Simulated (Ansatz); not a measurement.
Take KTaO$_{3}$ in the cubic perovskite structure (space group Pm-3m, No. 221; a = 3.952 Å) as the base. Axes: x, y, z lie along the cube axes.

All numbers come from Kohn–Sham DFT with the LDA functional, run in Ansatz (a quantum-chemistry and plane-wave program) with PAW and 420 eV plane waves, scalar-relativistic without spin-orbit coupling.

Strains are applied to the cell and any free atomic positions relax.

One change was made to it. Results:

```csv
quantity,base,after
energy relative to the base (free energy F),0 meV/atom,+6.6 meV/atom
"pressure (mean of the normal stresses, compression positive)",-0.01 GPa,4.26 GPa
band gap,2.13 eV,2.13 eV
```

**Question.** Which of these changes matches the shifts?
A) uniaxial strain ε_zz = −2.40 %
B) uniaxial strain ε_zz = −1.80 %
C) uniaxial strain ε_zz = −3.00 %

**Answer.** B, uniaxial strain ε_zz = −1.80 %. For comparison, the energy relative to the base in the other runs: uniaxial strain ε_zz = −2.40 % gives +12 meV/atom; uniaxial strain ε_zz = −3.00 % gives +19 meV/atom.

Spin-orbit coupling, missing from the scalar runs, can matter with Ta. Stability against distortions was not tested.
